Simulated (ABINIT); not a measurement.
**Worked example: self-consistent single point of Ir (Fm-3m, 1 atom in the cell) in ABINIT**

Method: PBE, PAW (JTH v2.0 PBE PAW) (plane waves; ABINIT).

The input file:

```
# Ir, JTH v2.0 PBE PAW
pp_dirpath "./"
pseudos "Ir.GGA_PBE-JTH.xml"
acell 2.7152900398 2.7152900398 2.7152900398 Angstrom
rprim
        -0.0000000000    0.7071067812    0.7071067812
         0.7071067812   -0.0000000000    0.7071067812
         0.7071067812    0.7071067812   -0.0000000000
natom 1
ntypat 1
znucl 77
typat 1
xred    0.0000000000    0.0000000000    0.0000000000
ecut 20 Ha
pawecutdg 40 Ha
pawxcdev 0
ixc 11
occopt 3
tsmear 0.1 eV
nband 13
kptopt 1
ngkpt 10 10 10
nshiftk 1
shiftk 0 0 0
nstep 60
tolvrs 1.0e-10
prtwf 0
prtden 0
```

Output, abridged:

```
 Symmetries : space group Fm -3 m (#225); Bravais cF (face-center cubic)

 -outvars: echo values of preprocessed input variables --------
            acell      5.1311545466E+00  5.1311545466E+00  5.1311545466E+00 Bohr
             ecut      2.00000000E+01 Hartree
              ixc          11
         kptrlatt       10    0    0      0   10    0      0    0   10
          kptrlen      5.13115455E+01
            natom           1
            nband          13
            ngfft          24      24      24
          ngfftdg          30      30      30
             nkpt          47
            nstep          60
             nsym          48
           ntypat           1
           occopt           3
        pawecutdg      4.00000000E+01 Hartree
         pawxcdev           0
            rprim     -0.0000000000E+00  7.0710678120E-01  7.0710678120E-01
                       7.0710678120E-01 -0.0000000000E+00  7.0710678120E-01
                       7.0710678120E-01  7.0710678120E-01 -0.0000000000E+00
          spgroup         225
           tolvrs      1.00000000E-10
           tsmear      3.67493254E-03 Hartree
            typat      1
           useylm           1
            znucl       77.00000

== DATASET  1 ==================================================================

 Exchange-correlation functional for the present dataset will be:
  GGA: Perdew-Burke-Ernzerhof functional - ixc=11
 Citation for XC functional:
  J.P.Perdew, K.Burke, M.Ernzerhof, PRL 77, 3865 (1996)

 Real(R)+Recip(G) space primitive vectors, cartesian coordinates (Bohr,Bohr^-1):
 R(1)=  0.0000000  3.6282742  3.6282742  G(1)= -0.1378066  0.1378066  0.1378066
 R(2)=  3.6282742  0.0000000  3.6282742  G(2)=  0.1378066 -0.1378066  0.1378066
 R(3)=  3.6282742  3.6282742  0.0000000  G(3)=  0.1378066  0.1378066 -0.1378066
 Unit cell volume ucvol=  9.5527913E+01 bohr^3
 Angles (23,13,12)=  6.00000000E+01  6.00000000E+01  6.00000000E+01 degrees

 Coarse grid specifications (used for wave-functions):

 getcut: wavevector=  0.0000  0.0000  0.0000  ngfft=  24  24  24
         ecut(hartree)=     20.000   => boxcut(ratio)=   2.32336

 Fine grid specifications (used for densities):

 getcut: wavevector=  0.0000  0.0000  0.0000  ngfft=  30  30  30
         ecut(hartree)=     40.000   => boxcut(ratio)=   2.05586

   5.25859805E+02                                ecore*ucvol(ha*bohr**3)

_setup2: Arith. and geom. avg. npw (full set) are     408.061     408.040

--- !BeginCycle
solver: {iscf: 17, nstep: 60, nline: 4, wfoptalg: 10, }
tolerances: {tolvrs: 1.00E-10, }
...

     iter   Etot(hartree)      deltaE(h)  residm     nres2
 ETOT  1  -75.161148468032    -7.516E+01 3.171E+01 5.090E+00
 ETOT  2  -77.090075462361    -1.929E+00 2.453E-01 1.080E+01
 ETOT  3  -77.057796550722     3.228E-02 3.434E-02 3.139E+00
 ETOT  4  -77.048344564155     9.452E-03 1.240E-02 2.251E-01
 ETOT  5  -77.048291444819     5.312E-05 5.135E-03 2.086E-03
 ETOT  6  -77.048323663690    -3.222E-05 2.466E-04 7.173E-04
   [... 3 lines left out ...]
 ETOT 10  -77.048324325289     3.487E-09 1.150E-05 2.529E-07
 ETOT 11  -77.048324324647     6.425E-10 1.478E-05 1.960E-09
 ETOT 12  -77.048324324695    -4.870E-11 9.942E-06 4.988E-09
 ETOT 13  -77.048324324697    -1.492E-12 1.264E-05 1.903E-10
 ETOT 14  -77.048324324698    -1.279E-12 8.282E-06 4.199E-12

 At SCF step   14       nres2   =  4.20E-12 < tolvrs=  1.00E-10 =>converged.

 Cartesian components of stress tensor (hartree/bohr^3)
  sigma(1 1)= -3.00062447E-04  sigma(3 2)=  0.00000000E+00
  sigma(2 2)= -3.00062447E-04  sigma(3 1)=  0.00000000E+00
  sigma(3 3)= -3.00062447E-04  sigma(2 1)=  0.00000000E+00

 ----iterations are completed or convergence reached----

 reduced coordinates (array xred) for    1 atoms
       0.000000000000      0.000000000000      0.000000000000
 cartesian forces (eV/Angstrom) at end:
    1     -0.00000000000000    -0.00000000000000    -0.00000000000000
 frms,max,avg= 0.0000000E+00 0.0000000E+00   0.000E+00  0.000E+00  0.000E+00 e/A
 length scales=  5.131154546574  5.131154546574  5.131154546574 bohr
              =  2.715290039800  2.715290039800  2.715290039800 angstroms
 Fermi (or HOMO) energy (hartree) =   0.56237   Average Vxc (hartree)=  -0.48643
 Eigenvalues (hartree) for nkpt=  47  k points:
 kpt#   1, nband= 13, wtk=  0.00100, kpt=  0.0000  0.0000  0.0000 (reduced coord)
  -1.25537   -1.25537   -1.25537    0.15065    0.41752    0.41752    0.41752    0.51650
   0.51650    0.75323    1.06233    1.26689    1.26689
      occupation numbers for kpt#   1
   2.00000    2.00000    2.00000    2.00000    2.00000    2.00000    2.00000    1.99999
   1.99999    0.00000    0.00000    0.00000    0.00000
 prteigrs : prtvol=0 or 1, do not print more k-points.

--- !EnergyTerms
comment             : Components of total free energy in Hartree
kinetic             :  9.62997328322826E+00
hartree             :  8.20048145168602E+00
xc                  : -3.61932138546106E+00
Ewald energy        : -7.10802103729844E+01
psp_core            :  5.50477645947399E+00
local_psp           : -3.31041270957324E+01
spherical_terms     :  7.42128955122745E+00
internal            : -7.70471381085621E+01
'-kT*entropy'       : -1.18550955181972E-03
total_energy        : -7.70483236181139E+01
total_energy_eV     : -2.09659150974200E+03
...

-Cartesian components of stress tensor (GPa)         [Pressure=  8.8281E+00 GPa]
- sigma(1 1)= -8.82814049E+00  sigma(3 2)=  0.00000000E+00
- sigma(2 2)= -8.82814049E+00  sigma(3 1)=  0.00000000E+00
- sigma(3 3)= -8.82814049E+00  sigma(2 1)=  0.00000000E+00

 Calculation completed.
```

The run converged in 14 iterations.

The starting cell has typed, rounded lattice constants, without a prior relaxation at this level. Spin polarisation is off. With a pressure of about 9 GPa the cell is away from its equilibrium volume at this level.
